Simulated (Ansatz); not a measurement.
Pressure series in CdSe

The reference is CdSe in the wurtzite structure (space group P6_3mc, No. 186; a = 4.383 Å, c = 7.154 Å).

Cell and atoms are relaxed at each pressure.

Levels (all Ansatz, an electronic-structure program, PAW): PBE (420 eV, scalar-relativistic without spin-orbit coupling); r2SCAN (500 eV, scalar-relativistic without spin-orbit coupling); HSE06 (420 eV, spin-orbit coupling left out); PBE+SOC (420 eV, spin-orbit coupling included).

```csv
pressure (GPa),"band gap, PBE (eV)","band gap, r2SCAN (eV)","band gap, HSE06 (eV)","band gap, PBE+SOC (eV)"
-2,0.43,0.91,1.33,0.32
-1,0.49,0.97,1.40,0.37
0,0.54,1.03,1.46,0.43
1.8,?,?,?,?
4.2,0.71,1.21,1.66,0.59
9,0.85,1.36,1.82,0.73
18,0.95,1.47,1.94,0.83
```

Task: Fit E_g = E₀ + αP + βP² to the rows shown and predict the withheld row.

Result: Least squares on the printed values gives 

- PBE: E₀ = 0.54 eV, α = 47.3 meV/GPa, β = -1.3 meV/GPa² (largest residual 0.01 eV); this predicts 0.62 eV, and the run gives 0.62 eV, in agreement
- r2SCAN: E₀ = 1.02 eV, α = 50.7 meV/GPa, β = -1.4 meV/GPa² (largest residual 0.01 eV); this predicts 1.11 eV, and the run gives 1.12 eV, in agreement
- HSE06: E₀ = 1.45 eV, α = 55.3 meV/GPa, β = -1.6 meV/GPa² (largest residual 0.01 eV); this predicts 1.55 eV, and the run gives 1.56 eV, in agreement
- PBE+SOC: E₀ = 0.42 eV, α = 46.2 meV/GPa, β = -1.3 meV/GPa² (largest residual 0.01 eV); this predicts 0.50 eV, and the run gives 0.50 eV, in agreement.

Single points use the geometry relaxed with PBE. The spin-orbit shifts are approximate. Load acts through the strain it causes; cell and atoms are relaxed under it. No phonon test of stability was made. Measured, CdSe leaves this structure (for rock salt) near 2.72 GPa (temperature not stated; as listed in Datta, Sujoy, Jana, Debnarayan, arXiv (2020)), on rising pressure, with hysteresis.
